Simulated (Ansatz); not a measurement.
An Ansatz (a program for electronic structure) run: Cu with a change (biaxial strain +2.50 %, plane normal [001], relaxed out of plane); r2SCAN (Ansatz, PAW, no SOC).

Input:

Ansatz 0.2 input:
```yaml
crystal:
  lattice:
    - [2.5923760764, 0, 0]
    - [0, 2.5923760764, 0]
    - [1.2961880382, -1.2961880382, 1.7660225553]
  atoms:
    - { symbol: Cu, position: [0, 0, 0] }
basis: { ecutwfc: 500, ecutrho_ratio: 4, xc_grid: 4, fft_grid_basis: typed }
kpoints: { mp_grid: { grid: [32, 32, 32] } }
hamiltonian:
  xc: r2scan
  dispersion: none
  pseudopotentials: { kind: paw }
scf: { occupations: { method: fermi_dirac, width: 0.1 } }
relax: { f_tol: 0.005, max_steps: 50, cell: { stress_tol: 0.01, fix: [a, b, gamma] } }
output: { forces: true, stress: true }
checkpoint: { write: state.ck, write_every: 1000 }
```

Output (explanatory and most iteration lines left out):

```
Relaxation: its limit of steps is 50 (relax.max_steps)
Pseudopotential: Cu, paw, valence charge 19
Crystal: 1 atoms, lattice volume = 11.868 Å³
Basis set: ecut = 500 eV, 315 PW (Γ), exchange–correlation on 80×80×80 points (64 copies of the dense FFT grid, shifted against one another)
Bands: 14, of which v1, the nominal top of the filled ones, is band 10 counted from 1 (9 counted from 0)
Symmetry: 16 space group operations
Space group: I4/mmm (ITA 139), of the structure as read, at distance tolerance 2.3e-5 Å
k-points: 2393 of 32768
Functional: x = r2scan, c = r2scan; τ floored in thin density (d = 2e-4 eV/Å³)
SCF iter   1: F=—  HF=-6631.252324 eV  |F-HF|=—  |Δ(HF+E_count)|=         —  Δρ=4.02e-2  dr2=1.05e-1  dr2_τ=8.54e-4  ethr=1.77e-3  ⟨swp⟩=5.2  Hψ=166178  notcnv=0
SCF iter   2: F=—  HF=-6631.265756 eV  |F-HF|=—  |Δ(HF+E_count)|=   1.34e-2  Δρ=4.07e-2  dr2=1.06e-1  dr2_τ=1.11e-3  ethr=5.53e-4  ⟨swp⟩=2.3  Hψ=76513  notcnv=0  defer=388
SCF 1 converged in 6 iterations: F = -6631.233391 eV  dr2 = 3.16e-8
relax step   1: F+E_penalty+E_count = -6631.23339099 eV  Δ(F+E_penalty+E_count) = +0.000e0 eV  max|allowed force component| = 0.000e0 eV/Å  Δτ_max = 0.0000 Å  P = -5.422 GPa  Ω = 11.868 Å³  fix = [a, b, gamma]  reactions: a -5.967, b -5.967 GPa  (6 SCF iters, dr2 threshold 1.00e-7 eV, accepted)
[... steps on the carried basis left out ...]
relax step   6: F+E_penalty+E_count = -6631.23746732 eV  Δ(F+E_penalty+E_count) = -1.515e-6 eV  max|allowed force component| = 0.000e0 eV/Å  Δτ_max = 0.0000 Å  P = -1.716 GPa  Ω = 11.573 Å³  energy of the carried Pulay correction = +1.260e-6 eV  fix = [a, b, gamma]  reactions: a -2.574, b -2.574 GPa  (4 SCF iters, dr2 threshold 3.19e-9 eV, accepted)
Crystal: 1 atoms, lattice volume = 11.573 Å³
SCF iter   1: F=—  HF=-6631.237466 eV  |F-HF|=—  |Δ(HF+E_count)|=         —  Δρ=3.21e-6  dr2=8.60e-10  dr2_τ=2.92e-11  ethr=9.30e-11  ⟨swp⟩=4.0  Hψ=289484  notcnv=0
SCF iter   2: F=—  HF=-6631.237466 eV  |F-HF|=—  |Δ(HF+E_count)|=  6.08e-10  Δρ=3.74e-6  dr2=6.67e-10  dr2_τ=9.39e-12  ethr=4.53e-12  ⟨swp⟩=2.1  Hψ=47240  notcnv=0
SCF 7 converged in 6 iterations: F = -6631.237466 eV  dr2 = 2.66e-13
SCF converged after 6 iterations
Free energy (F): -6631.237466 eV
Internal energy: -6631.228053 eV  (E = F + TS)
E sigma→0 (E₀):  -6631.232760 eV
Entropy (-TS):   -0.009413 eV (-9.413 meV/atom)
Fermi energy:    17.017756 eV
--- Forces (eV/Å), atoms counted from 1 ---
  atom   1  Cu     0.00000000     0.00000000     0.00000000
--- Stress (GPa, compression-positive) ---
       -2.573585       0.000000       0.000000
        0.000000      -2.573585       0.000000
        0.000000       0.000000      -0.000343
  P = ⅓ Tr σ = -1.7158 GPa (-17.158 kbar)
--- Relaxed structure (5 steps of the walk, 5 accepted, 2 SCFs on fresh bases) ---
  cell:  # Å, volume = 11.5726 Å³
    - [2.5923760764, 0.0, 0.0]
    - [0.0, 2.5923760764, 0.0]
    - [1.2961880382, -1.2961880382, 1.722004579443108]
  atoms:
    - { symbol: Cu, position: [0.0, 0.0, 0.0] }
```

Stability against distortions was not tested. All final runs are without spin polarisation. The cell was made from Cu in the fcc (Cu type) structure (space group Fm-3m, No. 225) by this change: biaxial strain +2.50 %, plane normal [001], relaxed out of plane.
